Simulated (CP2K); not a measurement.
CP2K 2026.2, DFT, PBE, Gaussian and plane waves, DZVP-MOLOPT bases, GTH-PBE potentials: W(110) slab of 5 layers, 1x1, atoms displaced (W5), unrelaxed, 5 atoms. Basis and mesh were picked for this test and aren't claimed converged.

```text
&GLOBAL
  PROJECT run
  RUN_TYPE ENERGY_FORCE
  PRINT_LEVEL LOW
  &TIMINGS
    THRESHOLD 0.005
  &END TIMINGS
&END GLOBAL
&FORCE_EVAL
  METHOD Quickstep
  &DFT
    BASIS_SET_FILE_NAME BASIS_MOLOPT
    POTENTIAL_FILE_NAME GTH_POTENTIALS
    &QS
      METHOD GPW
      EPS_DEFAULT 1.0E-12
    &END QS
    &MGRID
      CUTOFF 400
      REL_CUTOFF 50
    &END MGRID
    &XC
      &XC_FUNCTIONAL PBE
      &END XC_FUNCTIONAL
    &END XC
    &SCF
      SCF_GUESS ATOMIC
      EPS_SCF 1.0E-6
      MAX_SCF 150
      &DIAGONALIZATION
        ALGORITHM STANDARD
      &END DIAGONALIZATION
      &MIXING
        METHOD BROYDEN_MIXING
        ALPHA 0.15
        NBUFFER 8
      &END MIXING
      ADDED_MOS 8
      &SMEAR ON
        METHOD FERMI_DIRAC
        ELECTRONIC_TEMPERATURE [K] 1000
      &END SMEAR
    &END SCF
    &KPOINTS
      SCHEME MONKHORST-PACK 4 4 1
      GAMMA_CENTERED T
    &END KPOINTS
  &END DFT
  &SUBSYS
    &CELL
      A 3.16500000 0.00000000 0.00000000
      B 1.58250000 2.23799300 0.00000000
      C 0.00000000 0.00000000 28.95197200
    &END CELL
    &COORD
      SCALED
      W 0.00295900 0.97964800 0.34551200
      W 0.50298000 0.99060700 0.42318000
      W 0.99139400 0.98058600 0.49974700
      W 0.50517100 0.99064800 0.57830400
      W 0.00812500 0.99480500 0.65447600
    &END COORD
    &KIND W
      ELEMENT W
      BASIS_SET DZVP-MOLOPT-SR-GTH-q14
      POTENTIAL GTH-PBE-q14
    &END KIND
  &END SUBSYS
  &PRINT
    &FORCES ON
      NDIGITS 10
    &END FORCES
  &END PRINT
&END FORCE_EVAL
```

```bash
OMP_NUM_THREADS=16 mpirun -np 3 cp2k.psmp -i run.inp
```

The program reports basis functions: 130.

Machine: one whole node, AMD EPYC (Zen 5), 96 cores on 1 socket, no SMT, 12 L3 cache groups.

On 3 ranks × 16 threads this takes 7.1 s. Times are wall-clock medians of two to five runs, from launch to exit, with nothing else on the machine. Processes are pinned to neighbouring cores unless said otherwise. Build: conda-forge: MPICH, OpenMP, OpenBLAS, FFTW, ScaLAPACK, ELPA, COSMA, DBCSR on BLAS. Other compilers and libraries give other times. Scratch files lie in a memory file system.

Q: Speed this job up; the result has to stay within 1.0 meV/atom in energy, 10 meV/Å in forces (largest component). Keep to 48 cores.

A: This is not unique; one that fits is going from 3 ranks × 16 threads to 6 ranks × 8 threads, the fastest among the values tried that keep the result.

```diff
-OMP_NUM_THREADS=16 mpirun -np 3 cp2k.psmp -i run.inp
+OMP_NUM_THREADS=8 mpirun -np 6 cp2k.psmp -i run.inp
```

Time: 7.1 s to 5.2 s (1.4× as fast). These two results differ by: energy under 0.001 meV/atom, forces (largest component) under 0.001 meV/Å. Others tried: 12 ranks × 4 threads (5.6 s); 16 ranks × 3 threads (5.7 s); 8 ranks × 6 threads (6.0 s); 24 ranks × 2 threads (6.3 s); 2 ranks × 24 threads (7.4 s); 4 ranks × 12 threads (7.5 s); 48 ranks (9.1 s). Repeats scatter by up to 6 %.
